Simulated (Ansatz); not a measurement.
La2SiO5 (C2/c, No. 15, 32 atoms in the cell; start mp-752717) was calculated with LDA in Ansatz (plane waves, PAW).

Run with plane-wave cutoff 520 eV, 6×6×4 k mesh (along the axes of the cell as run), Fermi–Dirac smearing 0.01 eV, scalar-relativistic PAW data made under PBE.

Cell (relaxed with PBEsol):

```cif
data_La8O20Si4
_chemical_formula_sum 'La8 Si4 O20'
_space_group_name_H-M_alt 'P 1'
_space_group_IT_number 1
_cell_length_a 8.18637
_cell_length_b 8.18637
_cell_length_c 10.98491
_cell_angle_alpha 118.272
_cell_angle_beta 118.272
_cell_angle_gamma 50.694
loop_
_space_group_symop_operation_xyz
  'x, y, z'
loop_
_atom_site_label
_atom_site_type_symbol
_atom_site_fract_x
_atom_site_fract_y
_atom_site_fract_z
_atom_site_occupancy
La1 La 0.23033 0.47895 0.66888 1
La2 La 0.76967 0.52105 0.33112 1
La3 La 0.52105 0.76967 0.83112 1
La4 La 0.47895 0.23033 0.16888 1
La5 La 0.78536 0.28730 0.96215 1
La6 La 0.21464 0.71270 0.03785 1
La7 La 0.71270 0.21464 0.53785 1
La8 La 0.28730 0.78536 0.46215 1
Si1 Si 0.26356 0.09437 0.31278 1
Si2 Si 0.73644 0.90563 0.68722 1
Si3 Si 0.90563 0.73644 0.18722 1
Si4 Si 0.09437 0.26356 0.81278 1
O1 O 0.07987 0.11045 0.15747 1
O2 O 0.92013 0.88955 0.84253 1
O3 O 0.88955 0.92013 0.34253 1
O4 O 0.11045 0.07987 0.65747 1
O5 O 0.86491 0.75101 0.55959 1
O6 O 0.13509 0.24899 0.44041 1
O7 O 0.24899 0.13509 0.94041 1
O8 O 0.75101 0.86491 0.05959 1
O9 O 0.60126 0.16386 0.68757 1
O10 O 0.39874 0.83614 0.31243 1
O11 O 0.83614 0.39874 0.81243 1
O12 O 0.16386 0.60126 0.18757 1
O13 O 0.83665 0.57473 0.16493 1
O14 O 0.16335 0.42527 0.83507 1
O15 O 0.42527 0.16335 0.33507 1
O16 O 0.57473 0.83665 0.66493 1
O17 O 0.42781 0.60497 0.89464 1
O18 O 0.57219 0.39503 0.10536 1
O19 O 0.39503 0.57219 0.60536 1
O20 O 0.60497 0.42781 0.39464 1
```

Question: What does this level give for the band gap?

Answer: 
- band gap = 4.49 eV

Note: cell and atoms aren't relaxed at this level (largest force component 0.21 eV/Å, pressure -3.7 GPa).

Spin–orbit coupling is not included.

The result took roughly 11 core-minutes.

A start named mp-… is a Materials Project structure, which need not be a measured phase.

Ansatz is a quantum-chemistry and plane-wave program.
